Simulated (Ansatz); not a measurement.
# A computed series for hypothetical fluorite ZrS2: element substitutions

The parent structure is ZrS2 in the fluorite structure (space group Fm-3m, No. 225; a = 6.189 Å; a hypothetical phase, not in the database extracts checked).

Each row replaces one element on all its sites; cell and atoms are relaxed.

Levels (all Ansatz, a quantum-chemistry and plane-wave program, PAW, earlier PAW set): PBEsol (420 eV, scalar-relativistic without spin-orbit coupling); r2SCAN (500 eV, no SOC).

Pressures by level, all at the geometries relaxed with PBEsol:

```json
[
 {"case": "base", "PBEsol": "0.0 GPa", "r2SCAN": "3.9 GPa"},
 {"case": "S → Cl", "PBEsol": "0.0 GPa", "r2SCAN": "4.9 GPa"},
 {"case": "S → Si", "PBEsol": "0.0 GPa", "r2SCAN": "2.8 GPa"}
]
```

Other magnetic orders, which the real material may have, were not ruled out. Single points use the geometry relaxed with PBEsol. Their cutoffs differ, which shifts pressures a little. Whether these cells are dynamically stable was not tested. As relaxed here, ZrCl2 and ZrSi2 are hypothetical phases, not in the database extracts checked. Spin-polarised in the final run: PBEsol ZrCl2 and r2SCAN ZrCl2; the other runs are not. ZrSi2 has a high density of states at the Fermi level and may be magnetic at this level.
